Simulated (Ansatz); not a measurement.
Take AlN in the wurtzite structure (space group P6_3mc, No. 186; a = 3.0888 Å, c = 4.9433 Å) as the base. Axes: x lies along a and z along c of the hexagonal cell.

Method: LDA/PAW in Ansatz (a quantum-chemistry and plane-wave program), without spin-orbit coupling.

One thing is altered: the cell is compressed by 1.80 % along z with no lateral relaxation; the atoms relax in the strained cell.

Predict the stress tensor and what it implies for the stiffness.

Stress of the strained cell less that of the base (GPa, compression positive):
```
   2.22    0.00    0.00
   0.00    2.22    0.00
   0.00    0.00    6.58
```

Then −Δσ_ii/ε with ε = -0.0180 gives secant stiffness values (nonlinear terms included at this strain): C33 ≈ 366 GPa, C13 ≈ 123 GPa and C23 ≈ 123 GPa.

Whether these cells are dynamically stable was not tested.
